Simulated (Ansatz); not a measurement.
# What C → Si does to WC

The parent structure is WC (space group P-6m2, No. 187; a = 2.8985 Å, c = 2.8277 Å).

Modification: every C is replaced by Si, then cell and atoms are relaxed.

Level of theory: plane-wave PAW DFT at the PBEsol level (Ansatz, an electronic-structure program, 420 eV), no SOC. Γ-centred 17×17×13 mesh, Fermi–Dirac width 0.05 eV, for the changed cell.

| quantity | base | changed | shift |
|---|---|---|---|
| volume per atom | 10.29 Å³ | 14.66 Å³ | +4.37 Å³ |
| density | 15.81 g/cm³ | 12.01 g/cm³ | -3.80 g/cm³ |
| lattice parameter a | 2.898 Å | 3.106 Å | +0.2073 Å |
| c/a ratio | 0.976 | 1.130 | +0.154 |
| space group | P-6m2 (No. 187) | P-6m2 (No. 187) | – |
| shortest interatomic distance | 2.191 Å | 2.509 Å | +0.318 Å |
| band gap | zero | zero | – |

Final structure:

```
CELL_PARAMETERS angstrom
      3.10573     0.00000     0.00000
     -1.55287     2.68964     0.00000
      0.00000     0.00000     3.50890
ATOMIC_POSITIONS crystal
  W  0.00000 0.00000 0.00000
  Si 0.33333 0.66667 0.50000
```

Whether these cells are dynamically stable was not tested. As relaxed here, WSi is a hypothetical phase, not in the database extracts checked. All final runs are without spin polarisation.
